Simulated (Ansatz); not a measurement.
Structure of amorphous In₉Ga₉Zn₉O₃₆H₂ (periodic cell):

```xyz
65
Lattice="9.4926 0.0000 0.0000 0.0000 9.4926 0.0000 0.0000 0.0000 9.4926" Properties=species:S:1:pos:R:3 pbc="T T T"
In     2.1041     4.6748     6.7366
In     5.4042     8.9121     4.2322
In     5.7193     5.8672     5.6370
In     0.7623     2.3527     4.3095
In     5.2821     2.5093     0.9541
In     0.4251     9.0208     1.2487
In     8.0163     1.3199     8.6054
In     7.0245     6.8665     1.6016
In     8.4327     3.9091     1.8153
Ga     4.8553     5.3096     9.0924
Ga     9.1183     5.7013     4.5855
Ga     2.7527     1.0121     2.4311
Ga     1.2205     5.4413     0.0750
Ga     8.7974     8.8527     5.4854
Ga     3.4993     7.8574     6.3203
Ga     4.6961     2.4742     4.2641
Ga     4.4422     5.4547     2.9332
Ga     7.9297     4.8786     7.8718
Zn     0.5135     7.5668     7.8348
Zn     2.0804     7.6642     3.6809
Zn     1.8045     2.4903     9.4441
Zn     6.3668     7.9203     8.0306
Zn     7.5529     0.9731     2.7032
Zn     1.5986     0.7874     7.2444
Zn     3.2160     7.8958     0.1818
Zn     7.4024     2.9788     5.5566
Zn     4.4048     2.4778     7.2788
O      7.4003     2.1815     1.0278
O      0.3621     5.4994     7.7647
O      6.2288     5.8313     7.7324
O      0.9109     3.8863     0.9791
O      7.9274     5.3348     0.2605
O      1.1224     7.2810     0.2535
O      7.7403     5.1307     5.7320
O      5.3465     1.2685     2.9235
O      5.5689     1.9393     5.8168
O      0.5538     0.9048     9.0228
O      2.5739     8.6739     1.9705
O      5.0924     7.2210     0.1588
O      1.0550     4.4339     4.8361
O      0.4361     7.4056     4.8700
O      5.1584     4.6613     1.4394
O      7.8477     8.8047     1.3336
O      5.2621     3.4890     8.5962
O      6.0878     0.4750     8.2487
O      8.4387     5.7480     2.8673
O      8.3539     8.4362     7.2970
O      2.9509     5.3278     8.7568
O      0.3709     0.8794     5.7570
O      2.4503     8.5025     7.7029
O      3.3079     8.8020     4.7129
O      0.8294     1.1918     2.5079
O      2.6056     5.8391     2.9766
O      5.4121     7.9967     6.2201
O      3.5284     6.0209     5.9705
O      5.0369     4.2965     4.2875
O      2.4531     2.6185     7.3959
O      3.3657     1.7011     0.8139
O      8.0978     3.0465     7.4069
O      5.5968     6.9048     3.3611
O      7.4730     9.2328     4.2656
O      2.9042     2.1854     3.8979
O      8.1919     2.7241     3.7375
H      2.1525     5.1768     3.5733
H      5.9515     0.6819     7.2917
```

These are PBE, scalar-relativistic without spin-orbit coupling (plane waves to 420 eV, PAW; Ansatz, an electronic-structure program) values and carry that method's errors. The usual formal charges leave 2 electrons over, so the level spacing at the Fermi energy parts defect or band states and needn't be the band gap.

A CHGNet melt-quench gave the starting glass, which DFT then relaxed. O atoms were pushed apart under 1.9 Å during the dynamics, to hinder bonds among them. The hot cell started wider than the set density and was brought back towards it in steps. It is the lowest in DFT energy of 2 quenches. It is a model cell: composition and starting density were chosen by hand, and all elements were melted together. No dispersion term was used. Its density started from a set value of 5.64 and ended at 5.49 g/cm³. The simulated quench (nominally 280 K/ps over its main leg) is rapid and tends to freeze in more defects than a deposited or slowly cooled glass has. Values belong to this one cell and scatter from quench to quench. The volume was free in the relaxation, at fixed shape. Stress components on the final sampling reach 1.0 GPa. On a 2×2×2 Γ-centred mesh force components of up to 0.12 eV/Å stay, since the relaxation ran on the zone centre alone.

Bonds are counted up to In-In 3.12 Å, In-Ga 2.90 Å, In-Zn 2.90 Å, In-O 2.60 Å, In-H 2.08 Å, Ga-Ga 2.68 Å, Ga-Zn 2.68 Å, Ga-O 2.32 Å, Ga-H 1.84 Å, Zn-Zn 2.68 Å, Zn-O 2.40 Å, Zn-H 1.84 Å, O-O 1.58 Å, O-H 1.16 Å, H-H 0.90 Å. Two cations that share two anions don't count as bonded, nor two that share one unless they lie closer than In-In 3.04 Å, In-Ga 2.82 Å, In-Zn 2.82 Å, Ga-Ga 2.61 Å, Ga-Zn 2.61 Å, Zn-Zn 2.61 Å.

**Question.** Give the coordination numbers, mean bond lengths and angles.

**Answer.** 
The mean coordination of In by anions is 5.00 (1 with 4, 7 with 5, 1 with 6) and the mean coordination of Ga by anions is 4.22 (7 with 4, 2 with 5). The mean coordination of Zn by anions is 4.11 (1 with 3, 6 with 4, 2 with 5) and the mean coordination of O is 3.39 (22 with 3, 14 with 4). The mean coordination of H comes out as 1.00 (2 with 1) and the mean In-O bond is 2.187 Å (spread 0.085 Å, 45 counted). The mean Ga-O bond is 1.911 Å (spread 0.065 Å, 38 counted), the mean Zn-O bond is 2.058 Å (spread 0.090 Å, 37 counted) and the mean O-H bond is 0.994 Å (spread 0.006 Å, 2 counted). The bond angle at In comes out as mean 106.1°, spread 26.2°, the bond angle at Ga comes out as mean 108.0°, spread 17.1° and the bond angle at Zn is mean 108.7°, spread 21.8°. The bond angle at O comes out as mean 111.6°, spread 15.8°.

**Question.** List the pairs of like atoms that count as bonded by the rules above.

**Answer.** There are none by these rules.
